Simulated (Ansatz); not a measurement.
**TiSi2, response to strain**

Consider TiSi2 (space group Cmcm, No. 63).

```
CELL_PARAMETERS angstrom
      1.75733    -6.67455     0.00000
      1.75733     6.67455     0.00000
      0.00000     0.00000     3.55702
ATOMIC_POSITIONS crystal
  Si 0.93997 0.06003 0.75000
  Si 0.06003 0.93997 0.25000
  Si 0.25043 0.74957 0.75000
  Si 0.74957 0.25043 0.25000
  Ti 0.60249 0.39751 0.75000
  Ti 0.39751 0.60249 0.25000
```

Cartesian axes are those of the cell as printed.

Strains are applied to the cell and any free atomic positions relax; under stress the whole cell relaxes.

Levels (all Ansatz, an electronic-structure program, PAW, earlier PAW set): PBEsol (420 eV, no SOC); r2SCAN (500 eV, spin-orbit coupling left out); PBEsol+SOC (420 eV, spin-orbit coupling included).

Pressures by level, all at the geometries relaxed with PBEsol:

```csv
case,PBEsol,r2SCAN,PBEsol+SOC
base,0.0 GPa,2.2 GPa,0.0 GPa
"strain tensor (xx, yy, zz, yz, xz, xy) = (+1.98, −0.93, −0.20, −0.87, −1.25, +1.81) %",-1.1 GPa,0.9 GPa,-1.1 GPa
"uniaxial stress, 2 GPa tension along x",-0.7 GPa,1.5 GPa,-0.7 GPa
```

Single points use the geometry relaxed with PBEsol. Their cutoffs differ, which shifts pressures a little. Differences between runs with and without spin-orbit coupling are approximate. Beyond what the load breaks, stability against distortions was not tested. The runs without spin-orbit coupling are not spin-polarised.
